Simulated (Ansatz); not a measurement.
Base system: InP in the zinc blende structure (space group F-43m, No. 216; a = 5.878 Å).

Structures relaxed with Kohn–Sham DFT with the PBEsol functional, run in Ansatz (a program for electronic structure) with PAW and 420 eV plane waves, no SOC.

Base:

Simulated powder pattern, Cu Kα, λ = 1.54184 Å (kinematic, ideal powder, no thermal factors, no anomalous dispersion; the 10 strongest lines at most, above 2 %, up to 2θ = 90°):

```tsv
2θ (°)	I/Imax (%)	hkl
26.26	100	(111)
30.41	26	(200)
43.55	56	(220)
51.56	45	(311)
54.04	6.8	(222)
63.28	8.8	(400)
69.73	18	(331)
71.82	8.4	(420)
79.95	18	(422)
85.91	14	(333)
```

It is then changed as follows: the cell is scaled by 0.9850 in all directions; the atoms relax in the strained cell.

### Question
Predict the new powder pattern.

### Answer

Simulated powder pattern, Cu Kα, λ = 1.54184 Å (kinematic, ideal powder, no thermal factors, no anomalous dispersion; the 10 strongest lines at most, above 2 %, up to 2θ = 90°):

| 2θ (°) | I/Imax (%) | hkl |
|---|---|---|
| 26.67 | 100 | (111) |
| 30.89 | 26 | (200) |
| 44.24 | 55 | (220) |
| 52.41 | 45 | (311) |
| 54.93 | 6.7 | (222) |
| 64.36 | 8.7 | (400) |
| 70.95 | 17 | (331) |
| 73.09 | 8.3 | (420) |
| 81.42 | 18 | (422) |
| 87.55 | 14 | (333) |

The indices refer to the base's conventional cell; one index is shown for lines that coincide.

Whether these cells are dynamically stable was not tested.
